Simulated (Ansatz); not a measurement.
# HgS: thickness series

Start from HgS in the zinc blende structure (space group F-43m, No. 216; a = 5.8760 Å). Axes: x, y, z lie along the cube axes.

Free-standing slabs (2 atom(s) a layer) normal to [110] with 15 Å of vacuum; in-plane cell held at bulk.

The values are results of PBEsol/PAW in Ansatz (a quantum-chemistry and plane-wave program), no spin-orbit coupling, earlier PAW set, not measurements.

Candidates:
(a) 2 layers
(b) 4 layers
(c) 7 layers
(d) 3 layers
(e) 1 layer

Base values:

The band gap is zero.

Problem. Order them by band gap, highest first.

Solution. (e) 1 layer (1.97 eV), (a) 2 layers (1.18 eV), (d) 3 layers (0.84 eV), (b) 4 layers (0.70 eV), (c) 7 layers (0.30 eV)

With Hg present, leaving out spin-orbit coupling can change the band edges. Whether these cells are dynamically stable was not tested. The final runs are not spin-polarised. The zero or small gap of HgS can change with the level of theory.
